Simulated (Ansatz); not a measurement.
# BeS (F-43m): band-edge transport data

Consider the following.

```
CELL_PARAMETERS angstrom
      0.00000     2.43429     2.43429
      2.43429     0.00000     2.43429
      2.43429     2.43429     0.00000
ATOMIC_POSITIONS crystal
  Be 0.00000 0.00000 0.00000
  S  0.75000 0.75000 0.75000
```

Calculation: r2SCAN with spin-orbit coupling, rigid bands (plane waves, PAW; Ansatz, a quantum-chemistry and plane-wave program). Cell: cell and atoms relaxed with r2SCAN.

```json
{
 "band_gap": "3.56 eV",
 "electron conductivity mass (300 K, dilute)": "0.37 mₑ",
 "hole conductivity mass (300 K, dilute)": "0.79 mₑ",
 "effective density of states N_c (300 K)": "2.0e19 cm⁻³",
 "effective density of states N_v (300 K)": "4.6e19 cm⁻³",
 "density_of_states_mass_electrons": "0.85 mₑ",
 "density_of_states_mass_holes": "1.49 mₑ",
 "Seebeck coefficient, n-type 1e19 cm⁻³, 300 K": "-276 μV/K",
 "best n-type power factor at 300 K for τ = 10 fs (best axis; densities from 1e16 to 1e21 cm⁻³ tried, whether or not they can be reached)": "8.5 μW/(cm·K²) at 1e20 cm⁻³",
 "Seebeck coefficient, p-type 1e19 cm⁻³, 300 K": "372 μV/K",
 "best p-type power factor at 300 K for τ = 10 fs (best axis; densities from 1e16 to 1e21 cm⁻³ tried, whether or not they can be reached)": "16.7 μW/(cm·K²) at 3e20 cm⁻³"
}
```

Rigid bands; masses and Seebeck coefficients take one relaxation time τ for all states and one kind of carrier; polarons and phonon drag are left out.
